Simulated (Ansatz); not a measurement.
## A computed series for AlRu: response to strain

Consider AlRu in the CsCl type structure (space group Pm-3m, No. 221; a = 2.977 Å; relaxed with 0.1 eV smearing). Axes: x, y, z lie along the cube axes.

Strains are applied to the cell and any free atomic positions relax.

Method: PBEsol/PAW in Ansatz (an electronic-structure program), scalar-relativistic without spin-orbit coupling.

Notes on the quantities. energy relative to the base: free energy F; pressure: mean of the normal stresses, compression positive.

```tsv
variant	energy relative to the base	shortest interatomic distance	pressure
base	0 meV/atom	2.578 Å	0.0 GPa
uniaxial strain ε_zz = −3.00 %	(withheld)	2.553 Å	7.2 GPa
uniaxial strain ε_zz = −2.50 %	(withheld)	2.557 Å	5.9 GPa
uniaxial strain ε_zz = −1.50 %	+3.2 meV/atom	2.565 Å	3.4 GPa
uniaxial strain ε_zz = −0.50 %	+0.4 meV/atom	2.574 Å	1.1 GPa
uniaxial strain ε_zz = +0.50 %	+0.3 meV/atom	(withheld)	-1.1 GPa
uniaxial strain ε_zz = +1.00 %	+1.4 meV/atom	2.587 Å	-2.1 GPa
uniaxial strain ε_zz = +2.00 %	+5.3 meV/atom	2.595 Å	-4.1 GPa
uniaxial strain ε_zz = +2.50 %	+8.2 meV/atom	2.600 Å	-5.1 GPa
uniaxial strain ε_zz = +3.00 %	+12 meV/atom	2.604 Å	-6.0 GPa
```

Some entries are withheld; estimate them.


- uniaxial strain ε_zz = −3.00 %, energy relative to the base: +13 meV/atom
- uniaxial strain ε_zz = −2.50 %, energy relative to the base: +9.2 meV/atom
- uniaxial strain ε_zz = +0.50 %, shortest interatomic distance: 2.582 Å

No phonon test of stability was made. The final runs are not spin-polarised.
